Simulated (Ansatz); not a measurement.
Base system: HfO2 in the fluorite structure (space group Fm-3m, No. 225; a = 5.0585 Å).

The values are results of Ansatz (an electronic-structure program), r2SCAN, PAW, cutoff 500 eV, scalar-relativistic without spin-orbit coupling, not measurements.

One change was made to it. Results:

| quantity | base | after |
|---|---|---|
| lattice parameter a | 9.559 bohr | 9.128 bohr |
| electron mass | 1.1 mₑ along k, 0.76 mₑ across (at X) | 1.00 mₑ along k, 0.70 mₑ across (at X) |
| gap character | direct at X | direct at X |

Q: What was done to the base?
A. pressure −2 GPa
B. pressure −1 GPa
C. pressure 50 GPa
D. pressure 7 GPa

A: C, pressure 50 GPa. For comparison, the electron mass in the other runs: pressure −2 GPa gives 1.2 mₑ along k, 0.76 mₑ across (at X); pressure 7 GPa gives 1.1 mₑ along k, 0.75 mₑ across (at X); pressure −1 GPa gives 1.2 mₑ along k, 0.76 mₑ across (at X).

With Hf present, leaving out spin-orbit coupling can change the band edges. Load acts through the strain it causes; cell and atoms are relaxed under it. Effective masses come from finite differences of ±0.01 Å⁻¹. Along k means along the line from Γ to the band edge. No phonon test of stability was made. No other phases were tried under pressure. This is not the structure that HfO2 has at room temperature and ambient pressure.
